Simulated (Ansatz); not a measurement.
CsCl-type NiAl, treated with PBE-D3(BJ) in Ansatz (plane waves, PAW).

Numerical settings: plane-wave cutoff 520 eV, 20×20×20 k mesh, Fermi–Dirac smearing 0.05 eV, no spin polarisation, scalar-relativistic PAW data made under PBE.

Pressure at four volumes; x = ln(V/11.663 Å³). One pressure is withheld.

```
V (Å³/atom)        x  P (GPa)
-----------  -------  -------
10.963       -0.0619    12.26
11.663        0.0000     0.00
12.130        0.0393    -6.21
12.363        0.0583        ?
```

Question: Pass a parabola P(x) through the three rows shown, estimate the bulk modulus and its pressure derivative near zero pressure, and predict the withheld pressure.

Answer: Slopes between the rows: (0.00 − (12.26))/(0.0000 − (-0.0619)) = -198.06 and (-6.21 − (0.00))/(0.0393 − (0.0000)) = -158.02 GPa. Their difference over the span 0.1012 is c = 40.04/0.1012 = 395.7 GPa, so P(x) = 12.26 + (-198.06)(x − (-0.0619)) + 395.7 (x − (-0.0619))(x − (0.0000)). At the middle row B = −dP/dx = −[-198.06 + 395.7 × 0.0619] = 173.6 GPa, and B′ = dB/dP = 2c/B = 4.6. At x = 0.0583 the parabola gives -8.77 GPa; the run gives -8.83 GPa. The Birch–Murnaghan fit to the energies at all volumes has B0 = 173 GPa and B′ = 4.5.

Measured, for comparison: bulk modulus 156 GPa (room temperature, not corrected to a static lattice; as tabulated in Yamada et al. (2019), arXiv:1910.09660). Computed (rounded) less measured: bulk modulus +11 %.

Ansatz is a quantum-chemistry and plane-wave program.
